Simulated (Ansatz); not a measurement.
## HfB2: response to strain

Start from HfB$_{2}$ (space group P6/mmm, No. 191; a = 3.1278 Å, c = 3.4461 Å; relaxed with 0.1 eV smearing). Axes: x lies along a and z along c of the hexagonal cell.

Strains are applied to the cell and any free atomic positions relax.

All numbers come from plane-wave PAW DFT at the PBEsol level (Ansatz, a first-principles code, 420 eV), no spin-orbit coupling.

Notes on the quantities. energy relative to the base: free energy F.

```json
[
 {"uniaxial strain ε_zz (%)": "0", "energy relative to the base (meV/atom)": "0.0"},
 {"uniaxial strain ε_zz (%)": "0.5", "energy relative to the base (meV/atom)": "0.4"},
 {"uniaxial strain ε_zz (%)": "1", "energy relative to the base (meV/atom)": "1.4"},
 {"uniaxial strain ε_zz (%)": "1.5", "energy relative to the base (meV/atom)": "?"},
 {"uniaxial strain ε_zz (%)": "2", "energy relative to the base (meV/atom)": "5.5"},
 {"uniaxial strain ε_zz (%)": "2.5", "energy relative to the base (meV/atom)": "8.5"},
 {"uniaxial strain ε_zz (%)": "3", "energy relative to the base (meV/atom)": "12.1"}
]
```

**Question.** Fit ΔE = Aε² + Bε³ (ε in %) to the rows shown and predict the withheld row.

**Answer.** Least squares on the printed values gives A = 1.44 and B = -0.031 meV/atom (largest residual 0.0 meV/atom); this predicts 3.1 meV/atom, and the run gives 3.1 meV/atom, in agreement.

No phonon test of stability was made. The final runs are not spin-polarised.
